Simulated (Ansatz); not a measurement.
The starting structures come from a database of crystals and need not be the phases stable at ambient conditions.

## Evanescent states of KS (P-62m, not sure to be the ambient phase, 12 atoms a cell, 30.6 Å³ an atom) along the normal of (101)

The numbers are results of PBEsol (plane waves, PAW; Ansatz, a quantum-chemistry and plane-wave program), not measurements.

The gap is the functional's own, uncorrected, and κ follows it; spin-orbit coupling is left out. Mid-gap values are interpolated between the computed energies.

Energies count from the valence-band top; κ is the least over a 4×4 mesh across the current.

| E (eV) | κ (1/Å) | where |
|---|---|---|
| 0.04 | 0.118 | Γ |
| 0.12 | 0.197 | Γ |
| 0.20 | 0.244 | Γ |
| 0.28 | 0.272 | off Γ |
| 0.36 | (withheld) | off Γ |
| 0.44 | (withheld) | off Γ |
| 0.52 | (withheld) | off Γ |
| 0.60 | (withheld) | off Γ |
| 0.68 | (withheld) | off Γ |
| 0.76 | (withheld) | off Γ |
| 0.84 | (withheld) | off Γ |
| 0.92 | (withheld) | off Γ |
| 1.00 | (withheld) | off Γ |
| 1.08 | 0.158 | off Γ |
| 1.16 | 0.137 | off Γ |
| 1.24 | 0.112 | off Γ |
| 1.32 | 0.078 | off Γ |

### Question
Complete the blanks.

### Answer

- 0.36, κ (1/Å): 0.265
- 0.44, κ (1/Å): 0.257
- 0.52, κ (1/Å): 0.249
- 0.60, κ (1/Å): 0.239
- 0.68, κ (1/Å): 0.229
- 0.76, κ (1/Å): 0.217
- 0.84, κ (1/Å): 0.205
- 0.92, κ (1/Å): 0.191
- 1.00, κ (1/Å): 0.176
